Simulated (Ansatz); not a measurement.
Output of an Ansatz run (abridged):

```
WARN ansatz: RAYON_NUM_THREADS=1 ignored (pool sized by the plan → 1); use --threads N
Pseudopotentials: kind: paw
Pseudopotential: Ca, paw, valence charge 10
Pseudopotential: W, paw, valence charge 14
Pseudopotential: F, paw, valence charge 7
Crystal: 8 atoms, lattice volume = 139.783 Å³
Basis set: ecut = 420 eV, 2741 PW (Γ)
Bands: 42, of which v1, the nominal top of the filled ones, is band 33 counted from 1 (32 counted from 0)
Symmetry: 3 space group operations
Space group: R3 (ITA 146), of the structure as read, at distance tolerance 5.2e-5 Å
Magnetic group: BNS 146.10 (UNI 1240), of the structure as read, at distance tolerance 5.2e-5 Å
k-points: 6 of 27 (time reversal used)
PAW frozen core: Ca, regenerated for the run's functional, and the local potential with it
PAW frozen core: W, regenerated for the run's functional, and the local potential with it
PAW frozen core: F, regenerated for the run's functional, and the local potential with it
Initial density: superposition of atomic densities (chi_scale 0.1, normalization cell, long waves kept (reshape's long-wave potential 0.04 eV rms))
Starting moments: Σ|m| = 1 μB on 1 of 8 sites
Initial wavefunctions: pseudopotential atomic-orbital guess
Eigensolver: davidson
Functional: x = slater, c = lda
SCF iter   1: F=—  HF=-16670.880745 eV  |F-HF|=—  |Δ(HF+E_count)|=         —  Δρ=8.27e-2 (↑8.27e-2 ↓5.52e-2)  dr2=5.59e1  dr2_m=4.57e-1  M=1.111 μB ∫|m|=1.489 μB  β_m=0.30  ethr=3.10e-3  ⟨swp⟩=10.8  Hψ=2606  notcnv=0
all-band conjugate gradients solve this SCF's bands
preconditioner: auto → none
SCF iter   2: F=—  HF=-16665.721727 eV  |F-HF|=—  |Δ(HF+E_count)|=    5.16e0  Δρ=2.96e-2 (↑2.96e-2 ↓2.33e-2)  dr2=3.24e0  dr2_m=4.19e-1  M=2.000 μB ∫|m|=2.062 μB  β_m=1.00  ethr=3.10e-3  ⟨swp⟩=3.4  Hψ=1157  notcnv=0  defer=16
SCF iter   3: F=—  HF=-16665.903274 eV  |F-HF|=—  |Δ(HF+E_count)|=   1.82e-1  Δρ=1.97e-2 (↑1.97e-2 ↓1.17e-2)  dr2=1.58e0  dr2_m=7.63e-2  M=2.000 μB ∫|m|=2.122 μB  β_m=1.00  ethr=3.10e-3  ⟨swp⟩=2.9  Hψ=984  notcnv=0  defer=15
   [... lines left out ...]
SCF iter  13: F=—  HF=-16666.897774 eV  |F-HF|=—  |Δ(HF+E_count)|=   3.67e-7  Δρ=9.41e-6 (↑9.41e-6 ↓8.60e-6)  dr2=2.73e-7  dr2_m=1.04e-8  M=2.000 μB ∫|m|=2.060 μB  β_m=0.78  ethr=2.46e-9  ⟨swp⟩=2.0  Hψ=664  notcnv=0  defer=23
iter 14 met the thresholds in force, and the SCF goes on: an eigenvalue changes by 0.16 meV, over its tolerance of 0.07 meV (output.eigenvalues, Limitations)
SCF iter  14: F=-16666.897774 eV  HF=-16666.897774 eV  |F-HF|=1.34e-8  |Δ(HF+E_count)|=   8.31e-9  Δρ=2.61e-6 (↑2.61e-6 ↓2.35e-6)  dr2=2.15e-8  dr2_m=1.70e-9  M=2.000 μB ∫|m|=2.060 μB  β_m=0.77  ethr=1.52e-10  ⟨swp⟩=12.1  Hψ=2143  notcnv=0
SCF iter  15: F=-16666.897774 eV  HF=-16666.897774 eV  |F-HF|=2.15e-10  |Δ(HF+E_count)|=   4.85e-9  Δρ=5.78e-7 (↑5.78e-7 ↓4.83e-7)  dr2=7.07e-10  dr2_m=2.04e-10  M=2.000 μB ∫|m|=2.060 μB  ethr=3.26e-11  ⟨swp⟩=2.0  Hψ=1515  notcnv=0
SCF 1 converged in 15 iterations: F = -16666.897774 eV  dr2 = 7.07e-10
Crystal: 8 atoms, lattice volume = 139.783 Å³
Symmetry: 1 space group operations
k-points: 14 of 27 (time reversal used)
Initial density: read from a saved state, or passed on in memory by an earlier SCF of this step, an earlier step, the calling program or the single point that …
Starting moments: Σ|m| = 1 μB on 1 of 8 sites; this step starts from the density that it was given
Initial wavefunctions: those read from a saved state, or passed on in memory by an earlier step or the calling program
iter 1 solved again at ethr=1.08e-12 eV; its pass at ethr=1.52e-6 eV (dr2=7.10e-10 eV) is discarded
SCF iter   1: F=—  HF=-16666.897774 eV  |F-HF|=—  |Δ(HF+E_count)|=         —  Δρ=5.75e-7 (↑5.75e-7 ↓4.87e-7)  dr2=7.11e-10  dr2_m=2.04e-10  M=2.000 μB ∫|m|=2.060 μB  ethr=1.08e-12  ⟨swp⟩=1.0  Hψ=5524  notcnv=0
preconditioner: auto → Resta (q_TF=auto, 2.408 Å⁻¹)
spin=Collinear: Resta preconditioning applied to the charge; magnetization (m = ρ↑ − ρ↓) channel mixes plain (no charge-response kernel on spin).
SCF iter   2: F=—  HF=-16666.897773 eV  |F-HF|=—  |Δ(HF+E_count)|=   1.01e-6  Δρ=2.04e-5 (↑2.04e-5 ↓1.54e-5)  dr2=1.06e-6  dr2_m=1.10e-7  M=2.000 μB ∫|m|=2.060 μB  ethr=1.52e-6  ⟨swp⟩=1.0  Hψ=3321  notcnv=0
SCF iter   3: F=—  HF=-16666.897774 eV  |F-HF|=—  |Δ(HF+E_count)|=   8.47e-7  Δρ=3.38e-6 (↑3.06e-6 ↓3.38e-6)  dr2=3.46e-8  dr2_m=2.66e-9  M=2.000 μB ∫|m|=2.060 μB  ethr=1.52e-10  ⟨swp⟩=2.0  Hψ=3124  notcnv=0
SCF iter   4: F=-16666.897774 eV  HF=-16666.897774 eV  |F-HF|=5.02e-10  |Δ(HF+E_count)|=   1.68e-7  Δρ=3.72e-7 (↑3.72e-7 ↓3.72e-7)  dr2=5.77e-10  dr2_m=1.30e-11  M=2.000 μB ∫|m|=2.060 μB  ethr=7.27e-11  ⟨swp⟩=1.0  Hψ=2464  notcnv=0
an SCF along what the orbitals of the run's state read of its open shells (or to have them read …
   [... lines left out ...]
Absolute magnetization: 2.0663 μB (∫|ρ↑−ρ↓|, with the PAW one-centre terms)
Free energy (F): -16666.897774 eV
Fermi energy:    3.800636 eV
   [... lines left out ...]
       -4.395777      -0.000000       0.000000
        0.000000      -4.395777       0.000000
        0.000000       0.000000      -4.254703
  P = ⅓ Tr σ = -4.3488 GPa (-43.488 kbar)
  The stress holds the Pulay correction. Without it, at fixed plane waves, as pw.x and ABINIT print it: P = -5.0426 GPa
--- Band table (eV; the first three rows and the last of 12) ---
  k-point 0 ↑: bands = ["-72.8131", "-37.4180", "-36.9490", "-36.9490", "-35.6906", "-20.1730", "-19.8294", "-19.8294", "-19.7550", "-19.6474", "-19.6474", "-16.7221", "-16.7221", "-16.7151", "-4.0263", "-4.0263", "-3.8761", "-3.6221", "-3.6221", [...]
  k-point 1 ↑: bands = ["-72.8131", "-37.4180", "-36.9492", "-36.9490", "-35.6904", "-20.2601", "-19.9380", "-19.9321", "-19.5997", "-19.5501", "-19.5234", "-16.7703", "-16.7503", "-16.7428", "-3.9554", "-3.8037", "-3.6231", "-3.4897", "-3.4467", [...]
  k-point 2 ↑: bands = ["-72.8131", "-37.4181", "-36.9491", "-36.9490", "-35.6900", "-20.1868", "-19.8944", "-19.8325", "-19.7362", "-19.6529", "-19.5607", "-16.7536", "-16.7200", "-16.7155", "-4.0204", "-3.8901", "-3.7644", "-3.6047", "-3.4736", [...]
  k-point 5 ↓: bands = ["-72.0344", "-36.7209", "-35.8433", "-35.8428", "-35.6859", "-20.1567", "-19.8695", "-19.7972", "-19.6492", "-19.5339", "-19.4663", "-16.7496", "-16.7401", "-16.7069", "-3.6159", "-3.4374", "-3.3252", "-2.2833", "-2.2291", [...]
Occupation matrices written to occupation_matrices
```

The structure:

```
CELL_PARAMETERS angstrom
      2.83728     1.63810     5.01256
     -2.83728     1.63810     5.01256
      0.00000    -3.27621     5.01256
ATOMIC_POSITIONS crystal
  Ca 0.50333 0.50333 0.50333
  W  0.00000 0.00000 0.00000
  F  0.32324 0.77267 0.14151
  F  0.67676 0.22733 0.85849
  F  0.14151 0.32324 0.77267
  F  0.85849 0.67676 0.22733
  F  0.77267 0.14151 0.32324
  F  0.22733 0.85849 0.67676
```
Moments meant for the start (each program seeds them in its own way; μB, in the order of the atoms Ca W F F F F F F): 0.0 1.0 0.0 0.0 0.0 0.0 0.0 0.0.

**Question.** Write an input that gives this output.

**Answer.** Other spellings and defaults could give the same log, and not every line can be read from it. The input that was run (DFT, LDA (PW92)+U, plane waves, default PAW files made with PBE):

Ansatz 0.2 input:
```yaml
crystal:
  lattice:
    - [2.83728100, 1.63810500, 5.01256100]
    - [-2.83728100, 1.63810500, 5.01256100]
    - [0.00000000, -3.27621000, 5.01256100]
  atoms:
    - { symbol: Ca, position: [0.50332500, 0.50332500, 0.50332500] }
    - { symbol: W, position: [0.00000000, 0.00000000, 0.00000000], spin: 1.0 }
    - { symbol: F, position: [0.32324000, 0.77266700, 0.14151000] }
    - { symbol: F, position: [0.67676000, 0.22733300, 0.85849000] }
    - { symbol: F, position: [0.14151000, 0.32324000, 0.77266700] }
    - { symbol: F, position: [0.85849000, 0.67676000, 0.22733300] }
    - { symbol: F, position: [0.77266700, 0.14151000, 0.32324000] }
    - { symbol: F, position: [0.22733300, 0.85849000, 0.67676000] }
basis:
  ecutwfc: 420.0
kpoints:
  mp_grid: { grid: [3, 3, 3] }
hamiltonian:
  xc: lda
  pseudopotentials: { kind: paw }
  hubbard:
    sites:
      - { species: W, l: d, u_eff: 6.2 }
    projectors: ortho-atomic
magnetization:
  spin_polarized: true
scf:
  occupations: { method: fermi_dirac, width: 0.02 }
output:
  forces: true
  eigenvalues: true
  stress: true
```

The starting cell comes from a database of computed structures (which also holds hypothetical and non-ambient phases and stackings), without a prior relaxation at this level. Its lattice was rescaled by up to half a per cent. One atom was moved a little off its site on purpose. Spin-orbit coupling is off. With one magnetic atom in the cell only a parallel order is possible. With U or open f shells several self-consistent states can exist. With a pressure of about -4 GPa the cell is away from its equilibrium volume at this level. Ansatz's pressure includes its estimate of the finite-basis (Pulay) stress. Without the estimate this run gives -5.04 GPa.

Ansatz is a program for electronic structure.
